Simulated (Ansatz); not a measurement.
**Hypothetical diamond Cu, response to strain**

Take Cu in the diamond structure (space group Fd-3m, No. 227; a = 5.353 Å; a hypothetical phase, not in the database extracts checked; relaxed with 0.1 eV smearing) as the base. Axes: x, y, z lie along the cube axes.

Strains are applied to the cell and any free atomic positions relax.

Levels (all Ansatz, a quantum-chemistry and plane-wave program, PAW): PBE (420 eV, spin-orbit coupling left out); PBEsol (420 eV, scalar-relativistic without spin-orbit coupling).

The base cell above is that of PBE; each level relaxes its own structures.

Notes on the quantities. pressure: mean of the normal stresses, compression positive.

```csv
case,"pressure, PBE","pressure, PBEsol"
uniaxial strain ε_yy = +4.15 %,-2.1 GPa,-2.6 GPa
uniaxial strain ε_zz = −2.84 %,1.6 GPa,2.1 GPa
"strain tensor (xx, yy, zz, yz, xz, xy) = (+0.13, +0.16, −0.92, −0.28, −0.36, +0.12) %",0.3 GPa,0.4 GPa
```

The two levels differ by at most about 0.5 GPa. They put the cases in the same order.

Whether these cells are dynamically stable was not tested. The final runs are not spin-polarised.
